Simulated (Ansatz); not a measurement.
# Response to strain in ZrC

The reference is ZrC in the rock salt structure (space group Fm-3m, No. 225; a = 4.669 Å; relaxed with 0.1 eV smearing). Axes: x, y, z lie along the cube axes.

Strains are applied to the cell and any free atomic positions relax; under biaxial strain the out-of-plane vector relaxes too; under stress the whole cell relaxes.

Calculations: plane-wave PAW DFT at the PBEsol level (Ansatz, an electronic-structure program, 420 eV), no spin-orbit coupling.

Notes on the quantities. pressure: mean of the normal stresses, compression positive.

| change | volume per atom | pressure | space group |
|---|---|---|---|
| base | 12.72 Å³ | 0.0 GPa | Fm-3m (No. 225) |
| biaxial strain +0.67 %, plane normal [110], relaxed out of plane | 12.85 Å³ | -2.2 GPa | Immm (No. 71) |
| isotropic strain +0.56 % | 12.94 Å³ | ___ | Fm-3m (No. 225) |
| uniaxial strain ε_xx = +4.54 % | 13.30 Å³ | -8.8 GPa | I4/mmm (No. 139) |
| uniaxial strain ε_zz = +2.30 % | 13.02 Å³ | -4.9 GPa | I4/mmm (No. 139) |
| tensor shear ε_xz = −0.64 % | 12.72 Å³ | 0.0 GPa | Immm (No. 71) |
| tensor shear ε_xz = −1.04 % | 12.72 Å³ | 0.0 GPa | Immm (No. 71) |
| tensor shear ε_yz = +3.60 % | 12.71 Å³ | 0.3 GPa | Immm (No. 71) |
| tensor shear ε_xy = +3.36 % | 12.71 Å³ | 0.2 GPa | Immm (No. 71) |
| uniaxial stress, 1 GPa tension along x | 12.74 Å³ | – | I4/mmm (No. 139) |

Q: What belongs in the blanks?

A: 
- isotropic strain +0.56 %, pressure: -3.8 GPa

A biaxial case was relaxed in a doubled cell and then solved in the primitive one. Beyond what the load breaks, stability against distortions was not tested. The final runs are not spin-polarised.
